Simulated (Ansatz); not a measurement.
The reference is BaTiO3 (space group R3m, No. 160; a = 5.6353 Å, c = 6.9259 Å (hexagonal axes)).

One thing is altered: a negative pressure, −2 GPa.

Levels (all Ansatz, a quantum-chemistry and plane-wave program, PAW, earlier PAW set): PBEsol (420 eV, no spin-orbit coupling); HSE06 (420 eV, without spin-orbit coupling).

The geometry is relaxed with PBEsol.

* **PBEsol band gap**: 2.44 eV

Q: Predict the band gap from HSE06.

A: The band gap rises by 1.495 eV to 3.93 eV.

Single points use the geometry relaxed with PBEsol. HSE06 was sampled on its mesh, a few special points and the semilocal edge points, so its gap is an upper bound. Load acts through the strain it causes; cell and atoms are relaxed under it. Stability against distortions was not tested. All final runs are without spin polarisation. This is not the structure that BaTiO3 has at room temperature and ambient pressure.
